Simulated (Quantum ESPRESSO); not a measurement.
**Convergence study of the k-point mesh for SnO (P4mm, 4 atoms in the cell)**

```xyz
4
Lattice="3.7810 0.0000 0.0000 0.0000 3.7810 0.0000 0.0000 0.0000 4.8158" Properties=species:S:1:pos:R:3 pbc="T T T"
Sn     1.8905     0.0000     3.7196
Sn     0.0000     1.8905     1.1462
O      1.8905     1.8905     0.0000
O      0.0000     0.0000     0.0000
```

Method: PBEsol, GBRV 1.5 ultrasoft (PBESOL) pseudopotentials (plane waves; Quantum ESPRESSO).

Base settings: ecutwfc = 40 Ry; ecutrho = 200 Ry; occupations = smearing; smearing = fermi-dirac; degauss = 0.00147 Ry; potentials = {Sn: sn_pbesol_v1.4.uspp.F.UPF, O: o_pbesol_v1.2.uspp.F.UPF}; K_POINTS = automatic 5 5 3 0 0 0; conv_thr = 1e-11 Ry; mixing_beta = 0.4.

The second cell is the first with its lattice scaled by 0.98.

Only quantities that move along the ladder and can be compared are tabulated.

The count of work is k-points × plane waves × bands × iterations; it is no time. Core times come from one kind of shared machine, to one figure; runs under 30 s give none.

The starting cell has typed, rounded lattice constants, without a prior relaxation at this level. Its lattice was rescaled by up to half a per cent. One atom was moved a little off its site on purpose. In the base run, with a pressure of about 4 GPa the cell is away from its equilibrium volume at this level. In the base run, forces exceed 1 eV/Å.

| K_POINTS | free energy less the last step's (meV/atom) | energy of the compressed cell less the first (meV/atom) | pressure (GPa) | largest difference of a force vector from the last step's (eV/Å) | count of work / last | core time / last (rough) |
|---|---|---|---|---|---|---|
| automatic 2 2 1 0 0 0 | 4.47 | 27.96 | 1.79 | 0.418 | 0.0089 | – |
| automatic 2 2 2 0 0 0 | -28.77 | 34.86 | 2.61 | 0.229 | 0.016 | – |
| automatic 3 3 2 0 0 0 | -1.34 | 44.35 | 3.37 | 0.044 | 0.014 | – |
| automatic 3 3 3 0 0 0 | -4.60 | 43.41 | 3.25 | 0.081 | 0.013 | – |
| automatic 4 4 3 0 0 0 | 2.39 | 44.90 | 3.57 | 0.013 | 0.026 | – |
| automatic 5 5 3 0 0 0 | 0.17 | 45.74 | 3.55 | 0.003 | 0.024 | – |
| automatic 5 5 4 0 0 0 | 0.60 | 45.81 | 3.56 | 0.005 | 0.046 | – |
| automatic 6 6 5 0 0 0 | 0.04 | 44.97 | 3.51 | 0.001 | 0.064 | 0.08 |
| automatic 7 7 6 0 0 0 | -0.03 | 45.39 | 3.51 | 0.000 | 0.097 | 0.08 |
| automatic 8 8 6 0 0 0 | 0.00 | 45.02 | 3.50 | 0.002 | 0.12 | 0.1 |
| automatic 8 8 7 0 0 0 | 0.00 | 45.07 | 3.50 | 0.002 | 0.13 | 0.1 |
| automatic 9 9 7 0 0 0 | 0.00 | 45.33 | 3.51 | 0.000 | 0.14 | 0.1 |
| automatic 10 10 8 0 0 0 | 0.00 | 45.20 | 3.50 | 0.002 | 0.22 | 0.2 |
| automatic 11 11 9 0 0 0 | 0.00 | 45.30 | 3.51 | 0.000 | 0.21 | 0.2 |
| automatic 13 13 10 0 0 0 | 0.00 | 45.30 | 3.51 | 0.000 | 0.38 | 0.3 |
| automatic 14 14 11 0 0 0 | 0.00 | 45.30 | 3.50 | 0.001 | 0.49 | 0.2 |
| automatic 15 15 12 0 0 0 | 0.00 | 45.31 | 3.51 | 0.000 | 0.50 | 0.4 |
| automatic 17 17 13 0 0 0 | 0.00 | 45.31 | 3.51 | 0.000 | 0.72 | 0.4 |
| automatic 19 19 15 0 0 0 | 0.00 | 45.31 | 3.51 | 0.000 | 1.0 | 1 |

Coarsest K_POINTS that holds the pressure within 0.2 GPa of the last step, with all finer ones: automatic 4 4 3 0 0 0, at 0.026 of the last step's count of work; the step before is off by 0.26 GPa.

Coarsest K_POINTS that holds the forces within 0.01 eV/Å of the last step, with all finer ones: automatic 5 5 3 0 0 0, at 0.024 of the last step's count of work; the step before is off by 0.013 eV/Å.

Coarsest K_POINTS that holds the energy of the compressed cell less the first within 0.2 meV/atom of the last step, with all finer ones: automatic 9 9 7 0 0 0, at 0.14 of the last step's count of work and about 0.1 of the last step's time; the step before is off by 0.24 meV/atom.

The energy difference between the two cells stays within 1 meV/atom of the last step's from automatic 4 4 3 0 0 0 on, the total only from automatic 5 5 3 0 0 0 on: much of the error is common to both cells and cancels.
